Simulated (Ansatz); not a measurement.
Take Re in the hcp (Mg type) structure (space group P6_3/mmc, No. 194; relaxed with 0.1 eV smearing) as the base.

```
CELL_PARAMETERS angstrom
      2.77642     0.00000     0.00000
     -1.38821     2.40445     0.00000
      0.00000     0.00000     4.48093
ATOMIC_POSITIONS crystal
  Re 0.66667 0.33333 0.75000
  Re 0.33333 0.66667 0.25000
```

Cartesian axes are those of the cell as printed.

All numbers come from PBE/PAW in Ansatz (a first-principles code), no SOC.

Before the change:

The pressure comes out as 0.0 GPa. The band gap is zero.

It is then changed as follows: the cell is stretched by 1.50 % along z with no lateral relaxation; the atoms relax in the strained cell.

### Question
Predict the new pressure.

### Answer
The pressure (mean of the normal stresses, compression positive) goes from zero to -5.2 GPa.

### Question
How does this affect the energy relative to the base?

### Answer
The energy grows by 6.7 meV/atom.

### Question
Estimate the effect on the band gap.

### Answer
The band gap is still zero.

Stability against distortions was not tested. All final runs are without spin polarisation.
